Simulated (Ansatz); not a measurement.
**Effect of uniaxial strain ε_zz = +0.60 % on TiO2**

Base system: TiO₂ in the anatase structure (space group I4_1/amd, No. 141; a = 3.739 Å, c = 9.455 Å). Axes: x, y, z lie along a, b, c of the conventional cell.

Modification: uniaxial strain ε_zz = +0.60 %, all other strain components held at zero; the atoms relax in the strained cell.

Calculations: LDA (Ansatz, a program for electronic structure), no SOC. Settings: 12×12×12 k-points, 0.05 eV Fermi–Dirac smearing.

The volume per atom rises by 0.066 Å³, from 11.02 Å³ to 11.08 Å³ and the space group stays I4_1/amd (No. 141). The shortest interatomic distance rises by 0.002 Å, from 1.911 Å to 1.913 Å and the energy stays essentially unchanged. The pressure (mean of the normal stresses, compression positive) goes from zero to -1.04 GPa and the band gap goes up by 0.02 eV (2.08 eV → 2.10 eV). The gap character is still indirect, Γ–X (87 % along) → Γ and the smallest direct gap is still 2.44 eV. The stress (xx, yy, zz, yz, xz, xy; compression positive) is (-0.96, -0.96, -1.20, 0.00, 0.00, 0.00) GPa.

Final structure:

```
CELL_PARAMETERS angstrom
     -1.86967     1.86967     4.75590
      1.86967    -1.86967     4.75590
      1.86967     1.86967    -4.75590
ATOMIC_POSITIONS crystal
  Ti 0.75000 0.25000 0.50000
  Ti 0.00000 0.00000 0.00000
  O  0.54277 0.04277 0.50000
  O  0.79277 0.79277 0.00000
  O  0.20723 0.20723 0.00000
  O  0.95723 0.45723 0.50000
```

Whether these cells are dynamically stable was not tested. The final runs are not spin-polarised.
